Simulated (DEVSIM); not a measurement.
System: illuminated Si n-on-p cell, one wavelength, at 300 K.

Layer 1 from the left is Si, thickness (μm) 0.490, Nd (cm⁻³) 6.9e17, τn (s) 1.7e-7, τp (s) 1.2e-6, absorption coefficient (cm⁻¹) 23000. Layer 2 from the left is Si, thickness (μm) 31.0, Na (cm⁻³) 6.1e16, τn (s) 9.2e-6, τp (s) 9.2e-6, absorption coefficient (cm⁻¹) 23000.

Left contact: ohmic, minority hole recombination velocity 4000 cm/s. Right contact: ohmic, minority electron recombination velocity 5e5 cm/s. Voltage is applied to the left contact. Recombination: SRH at mid-gap, radiative, Auger. Gap narrowing is on: ΔEg = 6.92 meV × (l + √(l² + 0.5)), l = ln(N/1.3e17 cm⁻³), shared equally by both band edges. Light enters at the left, 1.2e18 photons cm⁻² s⁻¹, one pass, no reflection. Mobility is μmin + (μ − μmin)/(1 + (N/Nref)^α).

The device is made up for the run: typed textbook-type constants, with dimensions and the other settings drawn at random. Values at 300 K.

Si: gap (eV) 1.124, affinity (eV) 4.05, permittivity 11.7, Nc (cm⁻³) 2.86e19, Nv (cm⁻³) 3.1e19, μn (cm²/Vs) 1417, μp (cm²/Vs) 470, μn,min 52, μp,min 45, Nref,n 9.7e16, Nref,p 2.2e17, αn 0.68, αp 0.72, B (cm³/s) 4.7e-15, Cn (cm⁶/s) 2.8e-31, Cp (cm⁶/s) 9.9e-32.

DEVSIM, 1D drift-diffusion, Boltzmann statistics, complete ionisation; no tunnelling, impact ionisation, image-force lowering or self-heating.

Dark forward current:

| |V| (V) | |J| (A/cm²) |
|---|---|
| 0.05 | 1.945e-10 |
| 0.10 | 7.533e-10 |
| 0.15 | 2.712e-9 |
| 0.20 | 1.116e-8 |
| 0.25 | 5.558e-8 |
| 0.30 | 3.242e-7 |
| 0.35 | 2.075e-6 |
| 0.40 | 1.389e-5 |
| 0.45 | 9.474e-5 |
| 0.50 | 0.0006515 |
| 0.55 | 0.004495 |
| 0.60 | 0.03105 |
| 0.65 | 0.2143 |
| 0.70 | 1.467 |
| 0.75 | 9.521 |
| 0.80 | 50.77 |
| 0.85 | 191.3 |
| 0.90 | 515.2 |
| 0.95 | 1086 |
| 1.00 | 1942 |
| 1.05 | 3104 |

**Question.** Work out the local ideality factor n = ΔV / (kT/q · ln(J2/J1)) between the rows 0.15 and 0.20 V, 0.55 and 0.60 V, 1.00 and 1.05 V.

**Answer.** kT/q = 25.85 mV. From 0.15 to 0.20 V: ln(1.116e-8/2.712e-9) = 1.415, n = 1.37. From 0.55 to 0.60 V: ln(0.03105/0.004495) = 1.933, n = 1.00, near the 1 of diffusion or emission over a barrier. From 1.00 to 1.05 V: ln(3104/1942) = 0.469, n = 4.12.

**Question.** What current could the absorbed light give at most, and what share is collected?

**Answer.** Σ αd = 72.4, so qΦ(1 − exp(−Σ αd)) = 192 mA/cm². The simulated short-circuit current is 188.3 mA/cm², a share of 0.98.

**Question.** Estimate the open-circuit voltage by superposition: the voltage at which the dark current equals that short-circuit current.

**Answer.** Interpolating ln J in the table gives 0.647 V. The simulation gives 0.647 V, the same within the digits that matter. Superposition holds where collection doesn't change with voltage.

**Question.** Estimate the fill factor from FF0 = (v − ln(v + 0.72))/(v + 1), v = qVoc/(nkT), with n from the dark curve.

**Answer.** The rows about Voc, 0.60 and 0.65 V, give n = 1.00, so v = 25.0 and FF0 = 0.837. The simulation gives 0.835, the same within the digits that matter.
